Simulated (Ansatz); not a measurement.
## What biaxial strain −1.67 %, plane normal [111], relaxed out of plane does to HgS

Consider HgS in the zinc blende structure (space group F-43m, No. 216; a = 5.876 Å). Axes: x, y, z lie along the cube axes.

Now apply this change: compressive biaxial strain of 1.67 % in the plane normal to [111], as in epitaxy on a mismatched substrate; the out-of-plane cell vector and the atoms relax.

Level of theory: PBEsol (Ansatz, a program for electronic structure), no spin-orbit coupling. Settings: 10×10×10 k-points, 0.05 eV Fermi–Dirac smearing.

```tsv
quantity	base	changed	shift
volume per atom	25.36 Å³	24.92 Å³	-0.44 Å³
space group	F-43m (No. 216)	R3m (No. 160)	–
shortest interatomic distance	2.544 Å	2.521 Å	-0.023 Å
energy relative to the base (free energy F)	0 meV/atom	+4.1 meV/atom	+4.1 meV/atom
band gap	zero	zero	–
out-of-plane strain (rough)	–	+1.62 %	–
```

A case with no gap was solved on a k-mesh chosen for an insulator, which is coarse for it. Without a gap, meshes like the base's 10×10×10 leave anisotropic stresses uncertain by several tenths of a GPa, and small strain energies with them. With Hg present, leaving out spin-orbit coupling can change the band edges. No phonon test of stability was made. All final runs are without spin polarisation. The zero or small gap of HgS can change with the level of theory.
